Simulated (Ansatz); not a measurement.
Base system: MgS in the rock salt structure (space group Fm-3m, No. 225; a = 5.182 Å). Axes: x, y, z lie along the cube axes.

The values are results of PBEsol (Ansatz, a quantum-chemistry and plane-wave program), spin-orbit coupling left out, not measurements.

Before the change:

The valence-band top at Γ is 0.00, 0.00, 0.00 eV. The band gap is 2.73 eV.

Modification: the symmetric strain tensor [0.0163 -0.0089 0.0040; -0.0089 0.0173 -0.0068; 0.0040 -0.0068 0.0146]; the atoms relax in the strained cell.

**Question.** How does this affect the valence-band top at Γ and band gap?

**Answer.** The valence-band top at Γ (three highest levels, from the VBM) goes from 0.00, 0.00, 0.00 eV to 0.00, -0.05, -0.20 eV; the band gap decreases by 0.20 eV to 2.53 eV.

Stability against distortions was not tested.
